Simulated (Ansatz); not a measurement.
Output of an Ansatz run (abridged):

```
WARN ansatz: RAYON_NUM_THREADS=1 ignored (pool sized by the plan → 1); use --threads N
Pseudopotentials: kind: paw
Pseudopotential: Al, paw, valence charge 3
Pseudopotential: As, paw, valence charge 15
Crystal: 2 atoms, lattice volume = 46.014 Å³
Basis set: ecut = 420.4159175005146 eV, 893 PW (Γ), exchange–correlation on 54×54×54 points (8 copies of the dense FFT grid, shifted against one another)
Bands: 13, of which v1, the nominal top of the filled ones, is band 9 counted from 1 (8 counted from 0)
Symmetry: 24 space group operations
Space group: F-43m (ITA 216), of the structure as read, at distance tolerance 3.6e-5 Å
k-points: 29 of 512 (time reversal used)
PAW frozen core: Al, regenerated for the run's functional, and the local potential with it
PAW frozen core: As, regenerated for the run's functional, and the local potential with it
Initial density: superposition of atomic densities (neutral atoms: chi_scale 0, normalization atom), corrected by the library's trained network
Initial wavefunctions: pseudopotential atomic-orbital guess
Eigensolver: davidson
Functional: x = pbesol(κ = 0.804, μ = 0.12345679012345678), c = pbesol(β = 0.046)
SCF iter   1: F=—  HF=-5338.443479 eV  |F-HF|=—  |Δ(HF+E_count)|=         —  Δρ=2.75e-3  dr2=6.21e-3  ethr=1.77e-3  ⟨swp⟩=5.6  Hψ=2292  notcnv=0
all-band conjugate gradients solve this SCF's bands
preconditioner: auto → none
SCF iter   2: F=—  HF=-5338.441614 eV  |F-HF|=—  |Δ(HF+E_count)|=   1.86e-3  Δρ=1.12e-3  dr2=5.93e-4  ethr=3.45e-5  ⟨swp⟩=2.7  Hψ=822  notcnv=0
SCF iter   3: F=—  HF=-5338.441608 eV  |F-HF|=—  |Δ(HF+E_count)|=   6.06e-6  Δρ=3.54e-4  dr2=5.69e-5  ethr=3.29e-6  ⟨swp⟩=2.0  Hψ=497  notcnv=0
SCF iter   4: F=—  HF=-5338.441587 eV  |F-HF|=—  |Δ(HF+E_count)|=   2.08e-5  Δρ=8.36e-5  dr2=1.79e-6  ethr=3.16e-7  ⟨swp⟩=2.6  Hψ=578  notcnv=0
SCF iter   5: F=—  HF=-5338.441588 eV  |F-HF|=—  |Δ(HF+E_count)|=   8.59e-7  Δρ=1.09e-5  dr2=3.04e-8  ethr=9.95e-9  ⟨swp⟩=2.0  Hψ=621  notcnv=0
SCF iter   6: F=-5338.441588 eV  HF=-5338.441588 eV  |F-HF|=6.64e-9  |Δ(HF+E_count)|=   1.00e-7  Δρ=3.30e-6  dr2=3.29e-9  ethr=1.69e-10  ⟨swp⟩=4.1  Hψ=1153  notcnv=0
SCF 1 converged in 6 iterations: F = -5338.441588 eV  dr2 = 3.29e-9
SCF converged after 6 iterations
Free energy (F): -5338.441588 eV
Harris-Foulkes:  -5338.441588 eV  (|F-HF|=6.64e-9)
Internal energy: -5338.441588 eV  (E = F + TS)
E sigma→0 (E₀):  -5338.441588 eV
Entropy (-TS):   -0.000000 eV (-0.000 meV/atom)
Fermi energy:    6.800900 eV
--- Per-component energies (eV) ---
  E_band       = -271.072732
  E_kinetic    = 126.321907
  E_local      = -2127.215650  (includes V_loc(G=0)·N_el)
  E_nonlocal   = -657.673992
  E_hartree    = 1134.508270
  E_xc         = -117.828960
  E_vxc        = -108.139219  (∫ρ·V_xc dr)
  E_paw        = -2248.243311  (= ΣΔE_a)
  E_vpaw       = 226.615162  (= ΣTr[D̂ρ^β])
  E_aug_tail   = 0.000006  (compensation charges beyond the density's cutoff)
  E_ewald      = -1449.295424
  E_core_change = 0.985568  (= ΣΔE_core)
  E_smearing   = -0.000000  (= −TS)
  E_closure    = 0.000000  (closes the sum)
  Σ components = -5338.441588   (vs F -5338.441588, Δ=0.00e0)
--- Forces (eV/Å), atoms counted from 1 ---
  atom   1  Al     0.00000000    -0.00000000    -0.00000000
  atom   2  As    -0.00000000     0.00000000    -0.00000000
  max |Σ_I F_I| component: 1.93e-16 eV/Å
--- Stress (GPa, compression-positive) ---
       -0.512145      -0.000000      -0.000000
        0.000000      -0.512145       0.000000
       -0.000000       0.000000      -0.512145
  P = ⅓ Tr σ = -0.5121 GPa (-5.121 kbar)
  The stress holds the Pulay correction. Without it, at fixed plane waves, as pw.x and ABINIT print it: P = -0.5384 GPa
--- Band table (eV; the first three rows and the last of 29) ---
  k-point 0: bands = ["-28.2893", "-28.2893", "-28.2893", "-28.2789", "-28.2789", "-5.6916", "6.1152", "6.1152", "6.1152", "7.9648", "10.3642", "10.3642", "10.3642"]
  k-point 1: bands = ["-28.2893", "-28.2892", "-28.2892", "-28.2789", "-28.2789", "-5.5415", "4.6728", "5.9566", "5.9566", "8.7561", "10.6420", "10.6420", "10.7253"]
  k-point 2: bands = ["-28.2892", "-28.2889", "-28.2889", "-28.2788", "-28.2788", "-5.1254", "2.7362", "5.6436", "5.6436", "8.6111", "10.9776", "10.9776", "12.4056"]
  k-point 28: bands = ["-28.2890", "-28.2886", "-28.2875", "-28.2791", "-28.2784", "-3.7397", "1.0751", "2.9640", "3.3149", "10.3454", "11.6628", "11.7133", "12.0822"]
```

The structure:

```xyz
2
Lattice="0.0000 2.8441 2.8441 2.8441 0.0000 2.8441 2.8441 2.8441 0.0000" Properties=species:S:1:pos:R:3 pbc="T T T"
Al     0.0000     0.0000     0.0000
As     1.4221     1.4221     1.4221
```

Q: What input produced this log?

A: Other spellings and defaults could give the same log, and not every line can be read from it. The input that was run (DFT, PBEsol, plane waves, default PAW files made with PBE):

Ansatz 0.2 input:
```yaml
# AlAs
crystal:
  lattice:
    - [0.000000, 2.844150, 2.844150]
    - [2.844150, 0.000000, 2.844150]
    - [2.844150, 2.844150, 0.000000]
  atoms:
    - { symbol: Al, position: [0.000000, 0.000000, 0.000000] }
    - { symbol: As, position: [0.250000, 0.250000, 0.250000] }
basis:
  ecutwfc: 30.9 Ry
kpoints:
  mp_grid: { grid: [8, 8, 8] }
hamiltonian:
  xc: pbesol
  pseudopotentials: { kind: paw }
scf:
  occupations: { method: fermi_dirac, width: 0.0037 Ry }
output:
  forces: true
  eigenvalues: true
  stress: true
```

The starting cell has typed, rounded lattice constants, without a prior relaxation at this level. Its lattice was rescaled by up to half a per cent. Ansatz's pressure includes its estimate of the finite-basis (Pulay) stress.

Ansatz is a first-principles code.
